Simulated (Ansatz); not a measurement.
Symmetric slabs, relaxed from ideal cuts in 1x1 cells, of elemental solids: surface energy (J/m²) by functional, in Ansatz (plane waves, PAW). All structures are PBE's; the other columns are single points with references at the same level. No spin-orbit coupling, Hubbard U or dispersion. The rows are a random draw from the class, without slabs that broke up, higher cuts of a face and adsorbates that left their site.

```tsv
system	PBE (J/m²)	r2SCAN (J/m²)
tetragonal indium (201), ideal cut with outer spacing 0.79 Å	0.33	0.36
hcp Re (20-21), ideal cut with outer spacing 0.19 Å	3.19	3.41
bcc Nb (221), ideal cut with outer spacing 0.55 Å	2.33	?
fcc Ag (211), ideal cut with outer spacing 0.85 Å	0.85	1.04
bcc Rb (210), ideal cut with outer spacing 1.27 Å	0.09	0.10
hcp Hf (20-21), ideal cut with outer spacing 0.22 Å	1.85	2.04
hcp Sc (21-30), ideal cut with outer spacing 0.36 Å	1.26	1.34
hcp Lu (20-21), ideal cut with outer spacing 0.24 Å	1.11	1.22
```

**Question.** Fit a straight line y = a·x + b by least squares to the 7 complete rows (x: PBE (J/m²); y: r2SCAN (J/m²)).

**Answer.** the means are x̄ = 1.2400 and ȳ = 1.3586; Σ(x − x̄)² = 6.4946 and Σ(x − x̄)(y − ȳ) = 6.9139, so a = 1.065 and b = ȳ − a·x̄ = 0.039. The largest residual is 0.097.

**Question.** What does the line predict for the withheld row, bcc Nb (221), ideal cut with outer spacing 0.55 Å, and what did the calculation give?

**Answer.** the line gives 2.52; the calculation gave 2.47, a miss of -0.05, of the size of the fitted rows' scatter and rounding.

Ansatz is a quantum-chemistry and plane-wave program.
